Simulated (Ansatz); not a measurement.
The parent structure is Au in the fcc (Cu type) structure (space group Fm-3m, No. 225; a = 4.1245 Å; relaxed with 0.1 eV smearing).

Calculations: Ansatz (a program for electronic structure) r2SCAN, scalar-relativistic without spin-orbit coupling.

Before the change:

The pressure is 0.0 GPa.

One thing is altered: the cell is scaled by 1.0050 in all directions, atoms relaxed at fixed cell.

Problem. Predict the new pressure and energy relative to the base.

Solution. The pressure goes from zero to -2.2 GPa; the energy increases by 1.8 meV/atom.

The cells carry an imposed strain or load. No phonon test of stability was made.
